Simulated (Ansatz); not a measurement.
Results of LDA (Ansatz, a quantum-chemistry and plane-wave program, PAW) for Hf2AlB2 (model structure, started from the Ti2InB2 type, P-6m2, No. 187, 5 atoms in the cell).

Settings: plane-wave cutoff 520 eV, 24×24×8 k mesh (along the axes of the cell as run), Fermi–Dirac smearing 0.05 eV, scalar-relativistic PAW data made under PBE.

Cell (relaxed at this level):

```yaml
crystal:
  lattice:
    - [3.10799, 0.00000, 0.00000]
    - [-1.55399, 2.69160, 0.00000]
    - [0.00000, 0.00000, 8.00623]
  atoms:
    - { symbol: Hf, position: [0.33333, 0.66667, 0.70795] }
    - { symbol: Hf, position: [0.33333, 0.66667, 0.29205] }
    - { symbol: Al, position: [0.00000, 0.00000, 0.00000] }
    - { symbol: B, position: [0.00000, 0.00000, 0.50000] }
    - { symbol: B, position: [0.66667, 0.33333, 0.50000] }
```

Task: Estimate the bulk modulus B0 that the calculation returns.

Result: 
- bulk modulus B0 = 171 GPa

The run finds no gap.

Note: the bulk modulus is −V dP/dV from two relaxed cells at ±2 % in volume; the relaxation could raise the start's symmetry but not lower it, so the cell can be a saddle point.

Spin–orbit coupling is not included; it can open a gap where bands touch, and shift volumes and moduli.

Computed values are for the static lattice.

A model structure was made by putting elements into a prototype or built by hand; it is no filed structure, need not be a known phase, and can be a saddle point held by its symmetry.
